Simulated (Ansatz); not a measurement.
We consider Sr₃Sn₂O₇ (Cmcm, No. 63, 24 atoms in the cell; start mp-17743), described by HSE06 (Ansatz, an electronic-structure program, PAW).

Run with plane-wave cutoff 460 eV, 4×4×4 k mesh, Fermi–Dirac smearing 0.01 eV, scalar-relativistic PAW data made under PBE.

Cell (relaxed with PBEsol):

```cif
data_O14Sn4Sr6
_chemical_formula_sum 'Sr6 Sn4 O14'
_space_group_name_H-M_alt 'P 1'
_space_group_IT_number 1
_cell_length_a 10.61000
_cell_length_b 10.61000
_cell_length_c 5.71474
_cell_angle_alpha 90.000
_cell_angle_beta 90.000
_cell_angle_gamma 31.784
loop_
_space_group_symop_operation_xyz
  'x, y, z'
loop_
_atom_site_label
_atom_site_type_symbol
_atom_site_fract_x
_atom_site_fract_y
_atom_site_fract_z
_atom_site_occupancy
Sr1 Sr 0.24386 0.75614 0.75000 1
Sr2 Sr 0.75614 0.24386 0.25000 1
Sr3 Sr 0.42434 0.94983 0.75000 1
Sr4 Sr 0.57566 0.05017 0.25000 1
Sr5 Sr 0.94983 0.42434 0.25000 1
Sr6 Sr 0.05017 0.57566 0.75000 1
Sn1 Sn 0.84740 0.35033 0.75000 1
Sn2 Sn 0.15260 0.64967 0.25000 1
Sn3 Sn 0.35033 0.84740 0.25000 1
Sn4 Sn 0.64967 0.15260 0.75000 1
O1 O 0.08244 0.08244 0.50000 1
O2 O 0.91756 0.91756 0.50000 1
O3 O 0.91756 0.91756 0.00000 1
O4 O 0.08244 0.08244 0.00000 1
O5 O 0.38680 0.38680 0.00000 1
O6 O 0.61320 0.61320 0.00000 1
O7 O 0.61320 0.61320 0.50000 1
O8 O 0.38680 0.38680 0.50000 1
O9 O 0.38678 0.00852 0.25000 1
O10 O 0.61322 0.99148 0.75000 1
O11 O 0.00852 0.38678 0.75000 1
O12 O 0.99148 0.61322 0.25000 1
O13 O 0.67382 0.32618 0.75000 1
O14 O 0.32618 0.67382 0.25000 1
```

### Question
Estimate the band gap and smallest direct gap on the k points sampled that the calculation returns.

### Answer

band gap: 4.10 eV (on the SCF k mesh)
smallest direct gap on the k points sampled: 4.23 eV

Note: cell and atoms aren't relaxed at this level (largest force component 0.31 eV/Å).

Spin–orbit coupling is not included.

Static lattice: no zero-point or thermal effects.

The result took about 50 core-minutes (a rough figure).

A start named mp-… is a Materials Project structure, which need not be a measured phase.
